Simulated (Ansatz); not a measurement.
```
CELL_PARAMETERS angstrom
      5.20515     0.00000    -0.01034
      0.00000     5.19706     0.00000
     -0.91627     0.00000     5.27091
ATOMIC_POSITIONS crystal
  Hf 0.27520 0.04277 0.20794
  Hf 0.72480 0.54277 0.29206
  Hf 0.72480 0.95723 0.79206
  Hf 0.27520 0.45723 0.70794
  O  0.06578 0.32642 0.34977
  O  0.93422 0.82642 0.15023
  O  0.93422 0.67358 0.65023
  O  0.06578 0.17358 0.84977
  O  0.45057 0.75650 0.47660
  O  0.54943 0.25650 0.02340
  O  0.54943 0.24350 0.52340
  O  0.45057 0.74350 0.97660
```

No spin polarisation.

Computed with plane-wave PAW DFT at the PBE level (Ansatz, an electronic-structure program, 420 eV), no spin-orbit coupling, earlier PAW set. Γ-centred 5×5×5 mesh, Fermi–Dirac width 0.05 eV.

### Question
Predict the space group.

### Answer
P2_1/c (No. 14).

### Question
What is the computed smallest direct gap?

### Answer
4.11 eV.

### Question
Estimate the gap character.

### Answer
Indirect, Γ → Y₂.

With Hf present, leaving out spin-orbit coupling can change the band edges. Load acts through the strain it causes; cell and atoms are relaxed under it. Beyond what the load breaks, stability against distortions was not tested. The cell was made from HfO₂ (space group P2_1/c, No. 14) by this change: uniaxial stress, 2 GPa tension along x.
